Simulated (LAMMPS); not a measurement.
Simulation of Cu (fcc), 256 atoms, at 810 K and 5 GPa, heated as the crystal.

Model: MD with a machine-learned potential, pair style snap, file Cu_Zuo_JPCA2020.snap (LAMMPS).

| r (Å) | g(r) |
|---|---|
| 2.060 | 0.000 |
| 2.100 | 0.003 |
| 2.140 | 0.016 |
| 2.180 | 0.026 |
| 2.220 | 0.143 |
| 2.260 | 0.410 |
| 2.300 | 0.801 |
| 2.340 | 1.59 |
| 2.380 | 2.48 |
| 2.420 | 3.32 |
| 2.460 | 4.15 |
| 2.500 | 4.83 |
| 2.540 | 4.77 |
| 2.580 | 4.59 |
| 2.620 | 4.01 |
| 2.660 | 3.64 |
| 2.700 | 2.64 |
| 2.740 | 1.97 |
| 2.780 | 1.47 |
| 2.820 | 1.01 |
| 2.860 | 0.632 |
| 2.900 | 0.380 |
| 2.940 | 0.209 |
| 2.980 | 0.140 |
| 3.020 | 0.079 |
| 3.060 | 0.046 |
| 3.100 | 0.036 |
| 3.140 | 0.039 |
| 3.180 | 0.051 |
| 3.220 | 0.066 |
| 3.260 | 0.121 |
| 3.300 | 0.193 |
| 3.340 | 0.250 |
| 3.380 | 0.334 |
| 3.420 | 0.506 |
| 3.460 | 0.710 |
| 3.500 | 0.755 |
| 3.540 | 0.895 |
| 3.580 | 1.00 |
| 3.620 | 0.928 |
| 3.660 | 1.00 |
| 3.700 | 0.880 |
| 3.740 | 0.802 |
| 3.780 | 0.639 |
| 3.820 | 0.509 |
| 3.860 | 0.393 |
| 3.900 | 0.306 |
| 3.940 | 0.227 |
| 3.980 | 0.166 |
| 4.020 | 0.190 |
| 4.060 | 0.245 |
| 4.100 | 0.382 |
| 4.140 | 0.562 |
| 4.180 | 0.854 |
| 4.220 | 1.09 |
| 4.260 | 1.57 |
| 4.300 | 1.98 |
| 4.340 | 2.37 |
| 4.380 | 2.60 |
| 4.420 | 2.78 |
| 4.460 | 2.69 |
| 4.500 | 2.61 |
| 4.540 | 2.26 |
| 4.580 | 1.90 |
| 4.620 | 1.49 |
| 4.660 | 1.21 |
| 4.700 | 0.822 |
| 4.740 | 0.629 |
| 4.780 | 0.453 |
| 4.820 | 0.412 |
| 4.860 | 0.403 |
| 4.900 | 0.504 |
| 4.940 | 0.649 |
| 4.980 | 0.741 |
| 5.020 | 0.882 |
| 5.060 | 0.937 |
| 5.100 | 1.04 |
| 5.140 | 1.03 |
| 5.180 | 0.956 |
| 5.220 | 0.899 |
| 5.260 | 0.780 |
| 5.300 | 0.707 |
| 5.340 | 0.587 |
| 5.380 | 0.530 |
| 5.420 | 0.581 |
| 5.460 | 0.644 |
| 5.500 | 0.757 |
| 5.540 | 0.894 |
| 5.580 | 1.09 |
| 5.620 | 1.30 |
| 5.660 | 1.47 |
| 5.700 | 1.51 |
| 5.740 | 1.53 |
| 5.780 | 1.46 |
| 5.820 | 1.37 |
| 5.860 | 1.24 |
| 5.900 | 1.04 |
| 5.940 | 0.835 |
| 5.980 | 0.719 |
| 6.020 | 0.578 |
| 6.060 | 0.475 |
| 6.100 | 0.450 |

The data show:
- state found: crystal; no diffusion seen in 15 ps
- first peak of g(r): 2.53 Å, height 4.8
- coordination number: 12.0 (counted to 3.14 Å)

Caution: a run this short can hold a crystal over, or a liquid under, the potential's own melting point, which these runs don't give.
